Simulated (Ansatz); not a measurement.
# Response to strain in Ga2O3

Take Ga$_{2}$O$_{3}$ (space group C2/m, No. 12) as the base.

```
Ga2O3
1.0
    6.22762    -1.54173     0.00000
    6.22762     1.54173     0.00000
   -1.39233     0.00000     5.71032
Ga O
4 6
Direct
  0.08991   0.08991   0.79470
  0.91009   0.91009   0.20530
  0.65850   0.65850   0.31416
  0.34150   0.34150   0.68584
  0.16349   0.16349   0.10919
  0.83651   0.83651   0.89081
  0.17371   0.17371   0.56436
  0.82629   0.82629   0.43564
  0.49603   0.49603   0.25671
  0.50397   0.50397   0.74329
```

Cartesian axes are those of the cell as printed.

Strains are applied to the cell and any free atomic positions relax; under biaxial strain the out-of-plane vector relaxes too.

Calculations: PBE (Ansatz, a first-principles code, PAW, no spin-orbit coupling).

Before the change:

```
Property    Value
--------  -------
Band gap  2.01 eV
```

**Question.** The aim is a band gap between 1.39 eV and 1.46 eV. Which of these changes reaches it?
(A) biaxial strain −4.81 %, plane normal [001], relaxed out of plane
(B) biaxial strain +3.75 %, plane normal [001], relaxed out of plane
(C) biaxial strain −1.97 %, plane normal [001], relaxed out of plane

**Answer.** B, biaxial strain +3.75 %, plane normal [001], relaxed out of plane. It gives 1.42 eV; biaxial strain −1.97 %, plane normal [001], relaxed out of plane gives 2.18 eV; biaxial strain −4.81 %, plane normal [001], relaxed out of plane gives 2.35 eV. Changes not listed may reach it too

Gaps are read on the SCF mesh and a high-symmetry path. Whether these cells are dynamically stable was not tested.
